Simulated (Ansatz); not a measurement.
Consider C in the diamond structure (space group Fd-3m, No. 227; a = 3.572 Å).

Method: Ansatz (an electronic-structure program), PBE, PAW, cutoff 420 eV, spin-orbit coupling left out, earlier PAW set.

Base values:

The band gap is 4.13 eV. The smallest direct gap is 5.58 eV. The density comes out as 3.50 g/cm³.

Perturbation: hydrostatic tension (pressure −2 GPa).

Question: Predict the new band gap, smallest direct gap and density.

Answer: The band gap falls by 0.01 eV, from 4.13 eV to 4.12 eV; the smallest direct gap shrinks by 0.01 eV to 5.57 eV; the density decreases by 0.016 g/cm³ to 3.49 g/cm³.

Load acts through the strain it causes; cell and atoms are relaxed under it. Stability against distortions was not tested.
